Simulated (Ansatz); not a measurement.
A self-consistent single point of Be₃Ir (I4mm, 4 atoms in the cell) with Ansatz (a program for electronic structure).

Method: LDA (PW92), default PAW files made with PBE (plane waves; Ansatz).

```
CELL_PARAMETERS angstrom
     -1.62345     1.62345     3.60744
      1.62345    -1.62345     3.60744
      1.62345     1.62345    -3.60744
ATOMIC_POSITIONS crystal
  Be 0.75000 0.25000 0.50000
  Be 0.25000 0.75000 0.50000
  Be 0.50693 0.50693 0.00000
  Ir 0.00000 0.00000 0.00000
```

Reference input (self-consistent single point, DFT, LDA (PW92), plane waves, default PAW files made with PBE): basis.ecutwfc = 420 eV; kpoints.mp_grid.grid = 14 14 14; hamiltonian.xc = lda; hamiltonian.pseudopotentials = {kind: paw} (the program's default PAW files); scf.occupations.method = fermi_dirac; scf.occupations.width = 0.1 eV. This run's input differs from it in these lines:

Ansatz 0.2 input:
```diff
@@ -14,3 +14,3 @@
 kpoints:
-  mp_grid: { grid: [14, 14, 14] }
+  mp_grid: { grid: [34, 34, 34] }
 hamiltonian:
@@ -19,3 +19,3 @@
 scf:
-  occupations: { method: fermi_dirac, width: 0.1 eV }
+  occupations: { method: fermi_dirac, width: 0.05 eV }
 output:
```

Output (repeated stretches shortened):

```
SCF iter   1: F=—  HF=-11929.884300 eV  |F-HF|=—  |Δ(HF+E_count)|=         —  Δρ=5.38e-3  dr2=1.01e-2  ethr=1.77e-3  ⟨swp⟩=5.7  Hψ=235991  notcnv=0
all-band conjugate gradients solve this SCF's bands
preconditioner: auto → Kerker (q_TF=auto, 2.509 Å⁻¹)
SCF iter   2: F=—  HF=-11929.882454 eV  |F-HF|=—  |Δ(HF+E_count)|=   1.85e-3  Δρ=3.33e-3  dr2=4.17e-3  ethr=4.41e-5  ⟨swp⟩=1.0  Hψ=68258  notcnv=0
   [... lines left out ...]
SCF iter   5: F=—  HF=-11929.881042 eV  |F-HF|=—  |Δ(HF+E_count)|=   7.13e-6  Δρ=4.57e-5  dr2=1.06e-6  ethr=2.86e-8  ⟨swp⟩=2.6  Hψ=74730  notcnv=0
SCF iter   6: F=-11929.881042 eV  HF=-11929.881042 eV  |F-HF|=6.90e-9  |Δ(HF+E_count)|=   2.11e-7  Δρ=8.29e-6  dr2=2.12e-8  ethr=4.35e-10  ⟨swp⟩=3.2  Hψ=166453  notcnv=0
the search or the solves at the SCF's close seem to have found levels that the self-consistency loop had missed (the run counts 3) …
SCF 1 converged in 6 iterations: F = -11929.881042 eV  dr2 = 2.12e-8
Free energy (F): -11929.881042 eV
Internal energy: -11929.872651 eV  (E = F + TS)
E sigma→0 (E₀):  -11929.876846 eV
Entropy (-TS):   -0.008391 eV (-2.098 meV/atom)
Fermi energy:    14.008465 eV
--- Forces (eV/Å), atoms counted from 1 ---
  atom   1  Be     0.00000000     0.00000000     0.04623289
  atom   2  Be    -0.00000000    -0.00000000     0.04623289
  atom   3  Be     0.00000000     0.00000000    -0.03418559
  atom   4  Ir     0.00000000     0.00000000    -0.05828755
--- Stress (GPa, compression-positive) ---
       -4.314436       0.000000       0.000000
        0.000000      -4.314436       0.000000
        0.000000       0.000000      -4.977985
  P = ⅓ Tr σ = -4.5356 GPa (-45.356 kbar)
  The stress holds the Pulay correction. Without it, at fixed plane waves, as pw.x and ABINIT print it: P = -4.5660 GPa
```

The run converged in 6 iterations. Against the reference run the free energy rises by 2.6 meV/atom, the pressure hardly changes (-4.44 to -4.54 GPa) and the largest force stays at 0.058 eV/Å.

The starting cell comes from a database of computed structures (which also holds hypothetical and non-ambient phases and stackings), without a prior relaxation at this level. Its lattice was rescaled by up to half a per cent. One atom was moved a little off its site on purpose. Spin polarisation is off. With a pressure of about -5 GPa the cell is away from its equilibrium volume at this level. Ansatz's pressure includes its estimate of the finite-basis (Pulay) stress.

Cost on one core of a shared machine: roughly 3 min.
